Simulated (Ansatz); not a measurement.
# Re: pressure series

The parent structure is Re in the hcp (Mg type) structure (space group P6_3/mmc, No. 194; a = 2.758 Å, c = 4.463 Å).

Cell and atoms are relaxed at each pressure.

Level of theory: r2SCAN (Ansatz, an electronic-structure program), no SOC.

Notes on the quantities. enthalpy: H = E + PV relative to the base's energy.

| case | c/a ratio | lattice parameter a | enthalpy |
|---|---|---|---|
| base | 1.618 | 5.212 bohr | – |
| pressure −2 GPa | 1.618 | 5.221 bohr | -0.18 eV/atom |
| pressure −1 GPa | 1.618 | 5.216 bohr | -0.09 eV/atom |
| pressure 3 GPa | 1.618 | 5.198 bohr | +0.27 eV/atom |
| pressure 7 GPa | 1.618 | 5.182 bohr | +0.64 eV/atom |
| pressure 15 GPa | 1.618 | 5.150 bohr | +1.35 eV/atom |
| pressure 30 GPa | 1.617 | 5.098 bohr | +2.66 eV/atom |
| pressure 50 GPa | 1.617 | 5.037 bohr | +4.34 eV/atom |
| pressure 75 GPa | 1.617 | 4.972 bohr | +6.37 eV/atom |
| pressure 100 GPa | 1.616 | 4.916 bohr | +8.32 eV/atom |

Load acts through the strain it causes; cell and atoms are relaxed under it. Whether these cells are dynamically stable was not tested. No other phases were tried under pressure. The final runs are not spin-polarised.
